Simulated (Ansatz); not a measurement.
Input and output of a self-consistent single point for BeS (F-43m, 2 atoms in the cell) (Ansatz, a first-principles code).

Method: PBE (plane waves, PAW; Ansatz).

The change in words: lattice scaled by 0.98. Reference geometry:
```
BeS
1.0
    0.00000     2.39594     2.39594
    2.39594     0.00000     2.39594
    2.39594     2.39594     0.00000
Be S
1 1
Cartesian
  0.00000   0.00000   0.00000
  3.59392   3.59392   3.59392
```

Reference input (self-consistent single point, DFT, PBE, plane waves, default PAW files): basis.ecutwfc = 420 eV; kpoints.mp_grid.grid = 8 8 8; hamiltonian.xc = pbe; hamiltonian.pseudopotentials = {kind: paw} (the program's default PAW files); scf.occupations.method = fixed. This run's input differs from it in these lines:

```diff
@@ -2,5 +2,5 @@
   lattice:
-    - [0.000000, 2.395944, 2.395944]
-    - [2.395944, 0.000000, 2.395944]
-    - [2.395944, 2.395944, 0.000000]
+    - [0.000000, 2.348025, 2.348025]
+    - [2.348025, 0.000000, 2.348025]
+    - [2.348025, 2.348025, 0.000000]
   atoms:
```

Output (repeated stretches shortened):

```
SCF iter   1: F=—  HF=-996.851740 eV  |F-HF|=—  |Δ(HF+E_count)|=         —  Δρ=1.42e-3  dr2=6.03e-4  ethr=1.77e-3  ⟨swp⟩=4.3  Hψ=1667  notcnv=0  defer=44
all-band conjugate gradients solve this SCF's bands
preconditioner: auto → none
SCF iter   2: F=—  HF=-996.850795 eV  |F-HF|=—  |Δ(HF+E_count)|=   9.45e-4  Δρ=5.40e-4  dr2=7.17e-5  ethr=7.54e-6  ⟨swp⟩=2.2  Hψ=620  notcnv=0  defer=52
SCF iter   3: F=—  HF=-996.850838 eV  |F-HF|=—  |Δ(HF+E_count)|=   4.27e-5  Δρ=1.88e-4  dr2=5.97e-6  ethr=8.96e-7  ⟨swp⟩=2.2  Hψ=341  notcnv=0  defer=46
SCF iter   4: F=—  HF=-996.850871 eV  |F-HF|=—  |Δ(HF+E_count)|=   3.26e-5  Δρ=4.75e-5  dr2=3.11e-7  ethr=7.47e-8  ⟨swp⟩=2.7  Hψ=344  notcnv=0  defer=47
iter 5 did not close the SCF: its close was put off for the readings that it lacked (scf_convergence_deferred on its scf_iter line)
SCF iter   5: F=-996.850873 eV  HF=-996.850873 eV  |F-HF|=5.58e-10  |Δ(HF+E_count)|=   1.97e-6  Δρ=5.88e-6  dr2=9.36e-9  ethr=3.88e-9  ⟨swp⟩=2.1  Hψ=346  notcnv=0  defer=50
SCF iter   6: F=-996.850873 eV  HF=-996.850873 eV  |F-HF|=2.93e-11  |Δ(HF+E_count)|=   2.45e-9  Δρ=5.36e-7  dr2=6.59e-11  ethr=1.17e-10  ⟨swp⟩=4.3  Hψ=1275  notcnv=0
SCF 1 converged in 6 iterations: F = -996.850873 eV  dr2 = 6.59e-11
Free energy (F): -996.850873 eV
Internal energy: -996.850873 eV  (E = F + TS)
E sigma→0 (E₀):  -996.850873 eV
Fermi energy:    6.511742 eV
--- Forces (eV/Å), atoms counted from 1 ---
  atom   1  Be    -0.00000000     0.00000000    -0.00000000
  atom   2  S     -0.00000000     0.00000000     0.00000000
--- Stress (GPa, compression-positive) ---
       12.982130       0.000000       0.000000
       -0.000000      12.982130       0.000000
        0.000000       0.000000      12.982130
  P = ⅓ Tr σ = 12.9821 GPa (129.821 kbar)
  The stress holds the Pulay correction. Without it, at fixed plane waves, as pw.x and ABINIT print it: P = 12.9692 GPa
```

The run converged in 6 iterations. Against the reference run the free energy rises by 45.4 meV/atom, the pressure goes from 5.36 to 12.98 GPa and the gap on the mesh goes from 3.026 to 2.870 eV.

The starting cell comes from a database of computed structures (which also holds hypothetical and non-ambient phases and stackings), without a prior relaxation at this level. Its lattice was rescaled by a random factor within 2.5 % of one. For this run, on top of that: lattice scaled by 0.98. With a pressure of about 13 GPa the cell is away from its equilibrium volume at this level. Ansatz's pressure includes its estimate of the finite-basis (Pulay) stress.

Keys are those of Ansatz 0.2.
